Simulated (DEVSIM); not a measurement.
Device: Pd/AlN/SiO2/p-Si capacitor, at 300 K.

| layer (left to right) | material | thickness (nm) | Na (cm⁻³) |
|---|---|---|---|
| 1 | AlN | 3.80 | - |
| 2 | SiO2 | 0.550 | - |
| 3 | Si | 3400 | 2.9e16 |

Metal gate on the left, work function 5.2 eV. Fixed charge at the semiconductor interface 0 cm⁻² (in units of +e); no interface traps.

Constants are typed, rounded textbook-type inputs, not results; the design itself was drawn at random and stands for no fabricated device. Values at 300 K.

| parameter | AlN | SiO2 | Si |
|---|---|---|---|
| gap (eV) | 6.1 | 9 | 1.124 |
| affinity (eV) | 1.9 | 0.9 | 4.05 |
| permittivity | 8.5 | 3.9 | 11.7 |
| Nc (cm⁻³) | - | - | 2.86e19 |
| Nv (cm⁻³) | - | - | 3.1e19 |

Model (solved in DEVSIM): 1D Poisson equation in equilibrium, Boltzmann statistics, complete ionisation; no quantum confinement or tunnelling. Metal contacts follow the ideal Schottky-Mott rule: no Fermi-level pinning, no interface dipoles.

The interface trap density was swept, all else fixed.

| interface trap density (cm^-2 eV^-1) | threshold voltage (band bending 2φF) (V) | minimum of the low-frequency capacitance (μF/cm²) | flat-band voltage (V) |
|---|---|---|---|
| 0 | 1.03 | 0.0605 | 0.21 |
| 1e10 | 1.03 | 0.0619 | 0.21 |
| 1e11 | 1.03 | 0.0751 | 0.20 |
| 3e11 | 1.03 | 0.103 | 0.19 |
| 1e12 | 1.05 | 0.195 | 0.14 |
| 2e12 | 1.06 | 0.306 | 0.08 |

From the first row to the last the threshold voltage (band bending 2φF) goes from 1.03 to 1.06. From the first row to the last the minimum of the low-frequency capacitance goes from 0.0605 to 0.306.
